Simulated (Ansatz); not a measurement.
# Ga3AlAs4 (model structure, P-4m2, No. 115, 8 atoms in the cell)

The numbers are results of r²SCAN in Ansatz (PAW), not measurements.

Numerical settings: plane-wave cutoff 560 eV, 8×8×4 k mesh (along the axes of the cell as run), Fermi–Dirac smearing 0.01 eV, scalar-relativistic PAW data made under PBE.

Cell (relaxed with PBEsol):

```
CELL_PARAMETERS angstrom
      4.00633     0.00000     0.00000
      0.00000     4.00633     0.00000
      0.00000     0.00000    11.31834
ATOMIC_POSITIONS crystal
  Ga 0.00000 0.00000 0.75039
  As 0.50000 0.00000 0.87523
  Ga 0.50000 0.50000 0.00000
  As 0.00000 0.50000 0.12477
  Ga 0.00000 0.00000 0.24961
  As 0.50000 0.00000 0.37485
  Al 0.50000 0.50000 0.50000
  As 0.00000 0.50000 0.62515
```

For Ga3AlAs4 (model structure, P-4m2, No. 115, 8 atoms in the cell), the band gap is 1.31 eV (direct).

Note: the relaxation could raise the start's symmetry but not lower it, so the cell can be a saddle point; cell and atoms aren't relaxed at this level (largest force component 0.03 eV/Å, pressure 0.3 GPa).

Spin–orbit coupling is not included.

A model structure was made by putting elements into a prototype or built by hand; it is no filed structure, need not be a known phase, and can be a saddle point held by its symmetry.

Ansatz is a program for electronic structure.
